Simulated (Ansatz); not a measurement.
## Ansatz run on CuAu4 (R-3m, 5 atoms in the cell): self-consistent single point

Computed with PBEsol, default PAW files made with PBE (plane waves; Ansatz, a program for electronic structure).

This input was run:

Ansatz 0.2 input:
```yaml
# CuAu4
crystal:
  lattice:
    - [1.46520500, 0.84593700, 11.44622000]
    - [-1.46520500, 0.84593700, 11.44622000]
    - [0.00000000, -1.69187300, 11.44622000]
  atoms:
    - { symbol: Cu, position: [0.00000000, 0.00000000, 0.00000000] }
    - { symbol: Au, position: [0.39377300, 0.39377300, 0.39377300] }
    - { symbol: Au, position: [0.60622700, 0.60622700, 0.60622700] }
    - { symbol: Au, position: [0.79810700, 0.79810700, 0.79810700] }
    - { symbol: Au, position: [0.20189300, 0.20189300, 0.20189300] }
basis:
  ecutwfc: 30.9 Ry
kpoints:
  mp_grid: { grid: [9, 9, 9] }
hamiltonian:
  xc: pbesol
  pseudopotentials: { kind: paw }
scf:
  occupations: { method: cold, width: 0.0147 Ry }
output:
  forces: true
  eigenvalues: true
  stress: true
```

Log, with long lists cut:

```
WARN ansatz: RAYON_NUM_THREADS=1 ignored (pool sized by the plan → 1); use --threads N
basis.fft_grid_basis auto: the FFT boxes are laid along the combinations [[1, 0, -1], [0, 1, -1], [0, 0, 1]] of the cell's own vectors, 2.930, 2.930 and 11.571 …
Pseudopotentials: kind: paw
Pseudopotential: Cu, paw, valence charge 19
Pseudopotential: Au, paw, valence charge 19
Crystal: 5 atoms, lattice volume = 85.124 Å³
Basis set: ecut = 420.4159175005146 eV, 1653 PW (Γ), FFT grids on a1−a3, a2−a3, a3, exchange–correlation on 40×40×160 points (8 copies of the dense FFT grid, shifted against one another)
Bands: 57, of which v1, the nominal top of the filled ones, is band 48 counted from 1 (47 counted from 0)
Symmetry: 12 space group operations
Space group: R-3m (ITA 166), of the structure as read, at distance tolerance 4.4e-5 Å
k-points: 85 of 729
PAW frozen core: Cu, regenerated for the run's functional, and the local potential with it
PAW frozen core: Au, regenerated for the run's functional, and the local potential with it
Initial density: superposition of atomic densities (neutral atoms: chi_scale 0, normalization atom), corrected by the library's trained network
Initial wavefunctions: pseudopotential atomic-orbital guess
Eigensolver: davidson
Functional: x = pbesol(κ = 0.804, μ = 0.12345679012345678), c = pbesol(β = 0.046)
SCF iter   1: F=—  HF=-58617.057335 eV  |F-HF|=—  |Δ(HF+E_count)|=         —  Δρ=1.12e-2  dr2=7.89e-2  ethr=1.77e-3  ⟨swp⟩=5.9  Hψ=15729  notcnv=0  defer=36
all-band conjugate gradients solve this SCF's bands
preconditioner: auto → Kerker (q_TF=auto, 2.779 Å⁻¹)
SCF iter   2: F=—  HF=-58617.045123 eV  |F-HF|=—  |Δ(HF+E_count)|=   1.22e-2  S|Δr|=    0.00e0  Δρ=3.25e-3  dr2=9.99e-3  ethr=8.31e-5  ⟨swp⟩=2.1  Hψ=6808  notcnv=0  defer=35
SCF iter   3: F=—  HF=-58617.042778 eV  |F-HF|=—  |Δ(HF+E_count)|=   2.34e-3  S|Δr|=    0.00e0  Δρ=1.79e-3  dr2=4.01e-3  ethr=1.05e-5  ⟨swp⟩=2.8  Hψ=7793  notcnv=0  defer=35
SCF iter   4: F=—  HF=-58617.042223 eV  |F-HF|=—  |Δ(HF+E_count)|=   5.55e-4  S|Δr|=    0.00e0  Δρ=4.06e-4  dr2=9.65e-4  ethr=4.22e-6  ⟨swp⟩=1.4  Hψ=5064  notcnv=0  defer=35
SCF iter   5: F=—  HF=-58617.042207 eV  |F-HF|=—  |Δ(HF+E_count)|=   1.66e-5  S|Δr|=    0.00e0  Δρ=1.27e-4  dr2=2.73e-4  ethr=1.02e-6  ⟨swp⟩=1.0  Hψ=4579  notcnv=0  defer=35
SCF iter   6: F=—  HF=-58617.042183 eV  |F-HF|=—  |Δ(HF+E_count)|=   2.39e-5  S|Δr|=    0.00e0  Δρ=7.94e-5  dr2=4.07e-5  ethr=2.87e-7  ⟨swp⟩=1.0  Hψ=4581  notcnv=0  defer=35
SCF iter   7: F=—  HF=-58617.042181 eV  |F-HF|=—  |Δ(HF+E_count)|=   2.00e-6  S|Δr|=    0.00e0  Δρ=6.15e-5  dr2=1.02e-5  ethr=4.28e-8  ⟨swp⟩=2.1  Hψ=5488  notcnv=0  defer=35
SCF iter   8: F=—  HF=-58617.042180 eV  |F-HF|=—  |Δ(HF+E_count)|=   5.85e-7  S|Δr|=    0.00e0  Δρ=1.09e-5  dr2=1.11e-7  ethr=1.07e-8  ⟨swp⟩=1.7  Hψ=4909  notcnv=0  defer=35
SCF iter   9: F=-58617.042180 eV  HF=-58617.042180 eV  |F-HF|=3.91e-9  |Δ(HF+E_count)|=   2.50e-9  S|Δr|=    0.00e0  Δρ=2.86e-6  dr2=9.34e-9  ethr=1.05e-10  ⟨swp⟩=9.4  Hψ=20380  notcnv=0
SCF 1 converged in 9 iterations: F = -58617.042180 eV  dr2 = 9.34e-9
SCF converged after 9 iterations
Stability not checked (fill_not_monotonic)
Free energy (F): -58617.042180 eV
Harris-Foulkes:  -58617.042180 eV  (|F-HF|=3.91e-9)
Internal energy: -58617.040333 eV  (E = F + TS)
E sigma→0 (E₀):  -58617.041564 eV
Entropy (-TS):   -0.001848 eV (-0.370 meV/atom)
Fermi energy:    18.406424 eV
--- Per-component energies (eV) ---
  E_band       = -1312.567365
  E_kinetic    = 2713.226216
  E_local      = -11886.593031  (includes V_loc(G=0)·N_el)
  E_nonlocal   = 707.101586
  E_hartree    = 5137.866600
  E_xc         = -992.062240
  E_vxc        = -1209.420034  (∫ρ·V_xc dr)
  E_paw        = -39893.718690  (= ΣΔE_a)
  E_vpaw       = -1912.617283  (= ΣTr[D̂ρ^β])
  E_aug_tail   = 0.005654  (compensation charges beyond the density's cutoff)
  E_ewald      = -14404.310544
  E_core_change = 1.444119  (= ΣΔE_core)
  E_smearing   = -0.001848  (= −TS)
  E_closure    = -0.000000  (closes the sum)
  Σ components = -58617.042180   (vs F -58617.042180, Δ=0.00e0)
--- Forces (eV/Å), atoms counted from 1 ---
  atom   1  Cu     0.00000000     0.00000000    -0.00000000
  atom   2  Au     0.00000000     0.00000000     0.03077867
  atom   3  Au     0.00000000    -0.00000000    -0.03077867
  atom   4  Au     0.00000000     0.00000000     0.01234476
  atom   5  Au     0.00000000    -0.00000000    -0.01234476
  max |Σ_I F_I| component: 6.94e-18 eV/Å
--- Stress (GPa, compression-positive) ---
       -9.782249       0.000000       0.000000
        0.000000      -9.782249       0.000000
        0.000000       0.000000      -6.583021
  P = ⅓ Tr σ = -8.7158 GPa (-87.158 kbar)
  The stress holds the Pulay correction. Without it, at fixed plane waves, as pw.x and ABINIT print it: P = -8.7670 GPa
--- Band table (eV; the first three rows and the last of 85) ---
  k-point 0: bands = ["-93.4882", "-87.1905", "-87.1905", "-86.9414", "-86.9373", "-51.0327", "-51.0155", "-51.0155", "-38.5968", "-38.5941", "-38.5116", "-38.5116", "-38.5116", "-38.5116", "-38.3732", "-38.2904", "-38.2772", "-38.2772", "-38.2645", [...]
  k-point 1: bands = ["-93.4880", "-87.1898", "-87.1898", "-86.9406", "-86.9367", "-51.0325", "-51.0173", "-51.0160", "-38.5941", "-38.5919", "-38.5284", "-38.5283", "-38.5158", "-38.5158", "-38.3704", "-38.2992", "-38.2852", "-38.2818", "-38.2801", [...]
  k-point 2: bands = ["-93.4877", "-87.1879", "-87.1879", "-86.9384", "-86.9351", "-51.0320", "-51.0218", "-51.0172", "-38.5877", "-38.5866", "-38.5703", "-38.5700", "-38.5265", "-38.5265", "-38.3657", "-38.3376", "-38.3168", "-38.2935", "-38.2896", [...]
  k-point 84: bands = ["-93.4880", "-87.1898", "-87.1898", "-86.9406", "-86.9367", "-51.0325", "-51.0173", "-51.0160", "-38.5935", "-38.5926", "-38.5284", "-38.5283", "-38.5158", "-38.5158", "-38.3704", "-38.2992", "-38.2852", "-38.2818", [...]
```

The run converged in 9 iterations.

The starting cell comes from a database of computed structures (which also holds hypothetical and non-ambient phases and stackings), without a prior relaxation at this level. Spin-orbit coupling is off. Spin polarisation is off. With a pressure of about -9 GPa the cell is away from its equilibrium volume at this level. Ansatz's pressure includes its estimate of the finite-basis (Pulay) stress.
